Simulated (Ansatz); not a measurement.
The starting structures come from a database of crystals and need not be the phases stable at ambient conditions.

 Where the default PAW files enter, the runs use the earlier of Ansatz's two default sets.

The decay constant κ of evanescent states in the gap governs leakage through a thin film.

```xyz
14
Lattice="7.6681 0.0000 0.0000 -3.8341 6.6408 0.0000 3.8341 2.2136 6.2610" Properties=species:S:1:pos:R:3 pbc="T T T"
Al     7.6681     4.4272     5.4784
Al     1.9170     3.3204     2.3479
Al     5.7511     3.3204     2.3479
Al     0.0000     6.6408     2.3479
Cd     3.8341     6.6408     4.6957
Cd     0.0000     0.0000     0.0000
Se     2.1274     1.2283     0.8685
Se     7.6681     2.4566     3.8272
Se     3.8341     2.2136     3.6554
Se     5.9615     5.4125     3.8272
Se     3.8341     4.1842     0.8685
Se     1.7066     5.4125     3.8272
Se     5.5407     1.2283     0.8685
Se     0.0000     4.4272     1.0403
```

Space group of this cell: Fd-3m, spinel. The cell is taken as given; by PBEsol its mean pressure is -0.6 GPa.

Transport runs along the normal of the first two printed cell vectors, the (111) plane of the conventional cell.

The gap is the functional's own. No spin-orbit coupling. Mid-gap values are interpolated on the energy grid.

### Question
Predict the band gap and the smallest decay constant κ at mid-gap from Ansatz (an electronic-structure program) with PBEsol.

### Answer
Gap 1.36 eV on a 6×6×6 mesh; κ = 0.087 1/Å, at the zone centre.
